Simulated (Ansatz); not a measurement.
Functionals compared on the (111)A surface of zinc-blende GaAs, Ga-terminated, 2x2 with 1 H on 4 top atoms (bottom of the slab: 3 H on 4 bottom sites), in Ansatz (plane waves, PAW). The structure was relaxed with PBE; the other rows are single points on it. Cutoff 420 eV (500 eV for r2SCAN).

Slab: 36 atoms, 13.9 Å thick at the start with caps and adatoms (thin: gaps and levels are the slab's own); k 3x3x1, smearing 0.025 eV, dipole-corrected; 8 atoms held, the rest relaxed; symmetry of the start imposed; no spin (in PBE a spin-polarised start ends 0.77 eV a cell lower), no spin-orbit, no U. The slab shows no gap on its mesh. In PBE it lies 0.19 eV a 1x1 cell over the lowest computed structure of the same composition (2x2 with 1 H on 4 top atoms, spin-polarised start). These notes are the PBE run's.

```json
[
 {"functional": "PBE", "work function of the top face (eV)": "4.10", "rough cost of the single point": "–"},
 {"functional": "r2SCAN", "work function of the top face (eV)": "4.23", "rough cost of the single point": "about 8 core-minutes (a rough figure)"}
]
```

Ansatz is a quantum-chemistry and plane-wave program.
